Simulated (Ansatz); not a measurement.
A hypothetical phase is included: elements placed on a structure type, which no database files for this compound.

By PBEsol, the system below comes out a metal.

A figure of merit of an interconnect metal is its ballistic conductance per area.

Data:

```
WC
1.0
    2.70639     0.00000     0.00000
    0.00000     2.70639     0.00000
    0.00000     0.00000     2.70639
W C
1 1
Cartesian
  0.00000   0.00000   0.00000
  1.35320   1.35320   1.35320
```

The cell was relaxed by PBE-D3(BJ); by PBEsol it stands under a pressure of -1.1 GPa.

The current flows along the normal of the first two printed cell vectors, the (001) plane of the conventional cell. No spin-orbit coupling; the value is a mean over 0.1 eV about the Fermi level.

**Question.** Predict the ballistic conductance per area from Ansatz (a program for electronic structure) with PBEsol.

**Answer.** 0.84 × 10¹⁵ S/m² for both spins.
